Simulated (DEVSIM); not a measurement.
Structure: abrupt GaSb n-p junction, at 400 K.

| layer (left to right) | material | thickness (μm) | Nd (cm⁻³) | Na (cm⁻³) | τn (s) | τp (s) |
|---|---|---|---|---|---|---|
| 1 | GaSb | 0.390 | 1.1e16 | - | 3.4e-9 | 1e-8 |
| 2 | GaSb | 62.0 | - | 3.4e14 | 3.4e-9 | 3.4e-9 |

Left contact: ohmic. Right contact: ohmic. Voltage is applied to the left contact. Recombination: SRH at mid-gap, radiative, Auger. Mobility is constant in doping.

This is a model device: material constants are rounded textbook-type values typed into the input, and sizes, dopings and lifetimes were drawn at random. Values at 300 K; Nc and Nv go as T^1.5, mobilities as T to minus their exponent, the gap by Varshni's rule with the affinity fixed.

```csv
parameter,GaSb
gap (eV),0.726
affinity (eV),4.06
permittivity,15.7
Nc (cm⁻³),2.1e17
Nv (cm⁻³),1.8e19
μn (cm²/Vs),5000
μp (cm²/Vs),850
T exponent of μn,2
T exponent of μp,1.7
B (cm³/s),1e-10
Cn (cm⁶/s),5e-30
Cp (cm⁶/s),5e-30
Varshni α (eV/K),0.00042
Varshni β (K),140
```

Simulated with DEVSIM: 1D drift-diffusion, Boltzmann statistics, complete ionisation; no tunnelling, impact ionisation, image-force lowering or self-heating.

Task: Give the dark forward current.

Result: 
```json
[
 {"V (V)": "-0.05", "J (A/cm²)": "-0.41"},
 {"V (V)": "-0.10", "J (A/cm²)": "-0.84"},
 {"V (V)": "-0.15", "J (A/cm²)": "-1.3"},
 {"V (V)": "-0.25", "J (A/cm²)": "-2.2"},
 {"V (V)": "-0.30", "J (A/cm²)": "-2.7"},
 {"V (V)": "-0.35", "J (A/cm²)": "-3.2"},
 {"V (V)": "-0.40", "J (A/cm²)": "-3.7"},
 {"V (V)": "-0.45", "J (A/cm²)": "-4.2"},
 {"V (V)": "-0.55", "J (A/cm²)": "-5.2"},
 {"V (V)": "-0.60", "J (A/cm²)": "-5.8"},
 {"V (V)": "-0.65", "J (A/cm²)": "-6.3"},
 {"V (V)": "-0.70", "J (A/cm²)": "-6.9"},
 {"V (V)": "-0.80", "J (A/cm²)": "-8.0"},
 {"V (V)": "-0.85", "J (A/cm²)": "-8.6"},
 {"V (V)": "-0.90", "J (A/cm²)": "-9.2"},
 {"V (V)": "-0.95", "J (A/cm²)": "-9.8"},
 {"V (V)": "-1.00", "J (A/cm²)": "-10"},
 {"V (V)": "-1.10", "J (A/cm²)": "-12"},
 {"V (V)": "-1.15", "J (A/cm²)": "-12"},
 {"V (V)": "-1.20", "J (A/cm²)": "-13"}
]
```
